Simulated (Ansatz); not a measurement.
**Several settings converged on Lu₂SeO₂ (P3m1, 5 atoms in the cell)**

```yaml
crystal:
  lattice:
    - [3.72723, 0.00000, 0.00000]
    - [-1.86361, 3.22788, 0.00000]
    - [0.00000, 0.00000, 6.66678]
  atoms:
    - { symbol: Lu, position: [0.33333, 0.66667, 0.30070] }
    - { symbol: Lu, position: [0.66667, 0.33333, 0.70680] }
    - { symbol: Se, position: [0.00000, 0.00000, 0.00000] }
    - { symbol: O, position: [0.33333, 0.66667, 0.62510] }
    - { symbol: O, position: [0.66667, 0.33333, 0.37490] }
```

Base method: PBEsol, default PAW files made with PBE (plane waves; Ansatz, a first-principles code).

Base settings: basis.ecutwfc = 30.9 Ry; kpoints.mp_grid.grid = 7 7 3; hamiltonian.xc = pbesol; hamiltonian.pseudopotentials = {kind: paw} (the program's default PAW files); scf.occupations.method = fermi_dirac; scf.occupations.width = 0.0015 Ry.

The count of work is k-points × plane waves × bands × iterations; it is no time. Core times come from one kind of shared machine, to one figure; runs under 30 s give none.

**The cutoff for other potential files**

Level: DFT, PBEsol, plane waves, harder PAW files (source: ansatz) made with PBE.

In this ladder: hamiltonian.pseudopotentials = {kind: paw, source: ansatz}.

The second cell is the first with its lattice scaled by 0.98.

The mesh stays at the base's, so the ladder's end is converged at best in this setting alone.

The first pressure column holds Ansatz's estimate of the finite-basis (Pulay) stress, which hides part of the cutoff error; the other is without it.

Only quantities that move along the ladder and can be compared are tabulated.

| basis.ecutwfc | free energy less the last step's (meV/atom) | energy of the compressed cell less the first (meV/atom) | pressure (GPa) | pressure without the Pulay estimate (GPa) | largest difference of a force vector from the last step's (eV/Å) | count of work / last | core time / last (rough) |
|---|---|---|---|---|---|---|---|
| 30.9 Ry | 1462.87 | 36.94 | 0.88 | -91.04 | 0.066 | 0.099 | – |
| 37.5 Ry | 250.69 | 23.79 | -0.05 | -15.04 | 0.013 | 0.14 | – |
| 47.8 Ry | 23.73 | 24.91 | -0.13 | -1.90 | 0.004 | 0.19 | – |
| 58.1 Ry | 1.78 | 24.92 | -0.11 | -0.27 | 0.000 | 0.28 | – |
| 68.4 Ry | 0.54 | 24.92 | -0.11 | -0.12 | 0.000 | 0.35 | – |
| 82 Ry | 0.37 | 24.92 | -0.11 | -0.12 | 0.000 | 0.47 | 0.5 |
| 102.5 Ry | 0.16 | 24.91 | -0.11 | -0.11 | 0.000 | 0.65 | 0.7 |
| 136.7 Ry | 0.00 | 24.91 | -0.11 | -0.11 | 0.000 | 1.0 | 1 |

Coarsest basis.ecutwfc that holds the energy of the compressed cell less the first within 1 meV/atom of the last step, with all finer ones: 47.8 Ry, at 0.19 of the last step's count of work; the step before is off by 1.1 meV/atom.

Coarsest basis.ecutwfc that holds the free energy within 1 meV/atom of the last step, with all finer ones: 68.4 Ry, at 0.35 of the last step's count of work; the step before is off by 1.8 meV/atom.

Coarsest basis.ecutwfc that holds the pressure within 0.1 GPa of the last step, with all finer ones: 37.5 Ry, at 0.14 of the last step's count of work; the step before is off by 0.99 GPa.

The energy difference between the two cells stays within 1 meV/atom of the last step's from 47.8 Ry on, the total only from 68.4 Ry on: much of the error is common to both cells and cancels.

At the lowest cutoff the pressure without the Pulay estimate lies 90.9 GPa under the last step's, the usual sign of Pulay stress in an incomplete plane-wave basis.

**The density cutoff**

The mesh stays at the base's, so the ladder's end is converged at best in this setting alone.

Only quantities that move along the ladder and can be compared are tabulated.

| basis.ecutrho_ratio | free energy less the last step's (meV/atom) | pressure (GPa) |
|---|---|---|
| 2 | -2.63 | 0.17 |
| 3 | 0.06 | -0.16 |
| 4 | 0.00 | -0.15 |
| 5 | 0.00 | -0.15 |
| 6 | 0.00 | -0.15 |
| 8 | 0.00 | -0.15 |
| 10 | 0.00 | -0.15 |
| 12 | 0.00 | -0.15 |
| 16 | 0.00 | -0.15 |

Coarsest basis.ecutrho_ratio that holds the pressure within 0.2 GPa of the last step, with all finer ones: 3; the step before is off by 0.31 GPa.

Coarsest basis.ecutrho_ratio that holds the free energy within 1 meV/atom of the last step, with all finer ones: 3; the step before is off by 2.6 meV/atom.

**The relaxed cell against the cutoff**

On Lu2SeO2 (P-3m1, 5 atoms in the cell): atoms on their sites.

In this ladder: relax = cell and atoms.

The mesh stays at the base's, so the ladder's end is converged at best in this setting alone.

Only quantities that move along the ladder and can be compared are tabulated.

| basis.ecutwfc | relaxed volume (Å³/atom) | relaxation steps | core time / last (rough) |
|---|---|---|---|
| 18.4 Ry | 15.761 | 25 | 0.8 |
| 21.7 Ry | 15.887 | 15 | 0.7 |
| 26.1 Ry | 15.872 | 8 | 0.5 |
| 30.9 Ry | 15.879 | 8 | 0.7 |
| 37.1 Ry | 15.874 | 6 | 0.6 |
| 46.3 Ry | 15.873 | 6 | 1.0 |
| 61.7 Ry | 15.873 | 6 | 1 |

Coarsest basis.ecutwfc that holds the relaxed volume within 0.079 Å³/atom of the last step, with all finer ones: 21.7 Ry; the step before is off by 0.11 Å³/atom.

At the lowest cutoff the cell relaxes to a volume 0.7 % smaller than at the highest. Ansatz relaxes on a stress corrected for the finite basis.

On the base run: the starting cell comes from a database of computed structures (which also holds hypothetical and non-ambient phases and stackings), without a prior relaxation at this level. Its lattice was rescaled by up to half a per cent. One atom was moved a little off its site on purpose. In the base run, forces exceed 1 eV/Å.

Left out of this page: 1 run of the series failed or unconverged.

Keys are those of Ansatz 0.2.
